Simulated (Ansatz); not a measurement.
**Question.** Name crystals whose Seebeck coefficient, p-type 1e19 cm⁻³ lies between 192 and 300 μV/K and whose hole conductivity mass lies between 0.33 and 0.51 mₑ, by PBEsol with spin-orbit coupling, rigid bands in Ansatz (a first-principles code).

**Answer.** Many crystals can fit; among those computed here:
- GaAs (F-43m): 241 μV/K, 0.41 mₑ

Masses are for dilute carriers at 300 K, harmonic means over directions unless an axis is named. Seebeck coefficients are for the stated density at 300 K, with one relaxation time for all states and whether or not that doping can be reached.
